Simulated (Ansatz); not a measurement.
Where the default PAW files enter, the runs use the earlier of Ansatz's two default sets.

Input:

```yaml
crystal:
  lattice:
    - [5.45912, 0.00000, 0.00000]
    - [0.00000, 10.53787, 0.00000]
    - [0.00000, -2.51601, 4.49256]
  atoms:
    - { symbol: Ti, position: [0.59742, 0.37103, 0.50894] }
    - { symbol: Ti, position: [0.40258, 0.62897, 0.49106] }
    - { symbol: Ti, position: [0.09742, 0.62897, 0.99106] }
    - { symbol: Ti, position: [0.90258, 0.37103, 0.00894] }
    - { symbol: Ti, position: [0.40258, 0.12897, 0.76688] }
    - { symbol: Ti, position: [0.59742, 0.87103, 0.23312] }
    - { symbol: Ti, position: [0.90258, 0.87103, 0.73312] }
    - { symbol: Ti, position: [0.09742, 0.12897, 0.26688] }
    - { symbol: O, position: [0.61001, 0.26971, 0.73442] }
    - { symbol: O, position: [0.38999, 0.73029, 0.26558] }
    - { symbol: O, position: [0.11001, 0.73029, 0.76558] }
    - { symbol: O, position: [0.88999, 0.26971, 0.23442] }
    - { symbol: O, position: [0.38999, 0.23029, 0.19500] }
    - { symbol: O, position: [0.61001, 0.76971, 0.80500] }
    - { symbol: O, position: [0.88999, 0.76971, 0.30500] }
    - { symbol: O, position: [0.11001, 0.23029, 0.69500] }
    - { symbol: O, position: [0.14881, 0.01048, 0.82711] }
    - { symbol: O, position: [0.85119, 0.98952, 0.17289] }
    - { symbol: O, position: [0.64881, 0.98952, 0.67289] }
    - { symbol: O, position: [0.35119, 0.01048, 0.32711] }
    - { symbol: O, position: [0.85119, 0.48952, 0.80615] }
    - { symbol: O, position: [0.14881, 0.51048, 0.19385] }
    - { symbol: O, position: [0.35119, 0.51048, 0.69385] }
    - { symbol: O, position: [0.64881, 0.48952, 0.30615] }
```

Space group of this cell: Pbca. The cell is taken as given; by r2SCAN its mean pressure is -1.1 GPa.

Transport runs along the normal of the first two printed cell vectors.

The gap is the functional's own, uncorrected, and κ follows it; spin-orbit coupling is left out. Mid-gap values are interpolated between the computed energies.

Problem. Compute, with r2SCAN run with Ansatz (an electronic-structure program), the band gap and the smallest decay constant κ at mid-gap.

Solution. Gap 2.67 eV on a 6×8×8 mesh; κ = 0.403 1/Å, at the zone centre.
